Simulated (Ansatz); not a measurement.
# KBr: pressure series

Take KBr in the rock salt structure (space group Fm-3m, No. 225; a = 6.7052 Å) as the base.

Cell and atoms are relaxed at each pressure.

Computed with Ansatz (a quantum-chemistry and plane-wave program) PBE, no SOC.

Candidates:
(a) pressure 5 GPa
(b) pressure 0.7 GPa
(c) pressure 10 GPa
(d) pressure 3 GPa
(e) pressure −2 GPa

For the base:

- Band gap = 4.31 eV

Problem. Order them by band gap, lowest first.

Solution. (e) pressure −2 GPa (3.65 eV), (b) pressure 0.7 GPa (4.43 eV), (d) pressure 3 GPa (4.74 eV), (a) pressure 5 GPa (4.95 eV), (c) pressure 10 GPa (5.33 eV)

Load acts through the strain it causes; cell and atoms are relaxed under it. Stability against distortions was not tested. Competing high-pressure phases were not computed.
